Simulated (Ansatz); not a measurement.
The reference is CdS in the zinc blende structure (space group F-43m, No. 216; a = 5.927 Å).

Modification: every lattice vector is shortened by 0.50 %; the atoms relax in the strained cell.

Level of theory: PBE/PAW in Ansatz (a quantum-chemistry and plane-wave program), no SOC.

Base, band edges from the VBM (valence, conduction): X -1.72, 3.63; W -2.02, 5.22; L -0.68, 2.94; Γ 0.00, 1.04; K -1.39, 4.23; U -1.39, 4.23 eV.

**Question.** Give the band edges at the high-symmetry points of the new zone, measured from its valence-band maximum.

**Answer.** 
```tsv
point	valence edge (eV)	conduction edge (eV)
Γ	0.00	1.07
X	-1.76	3.61
U	-1.43	4.24
K	-1.43	4.24
L	-0.70	2.96
W	-2.07	5.28
```

The gap is 1.07 eV, direct at Γ.

Stability against distortions was not tested.
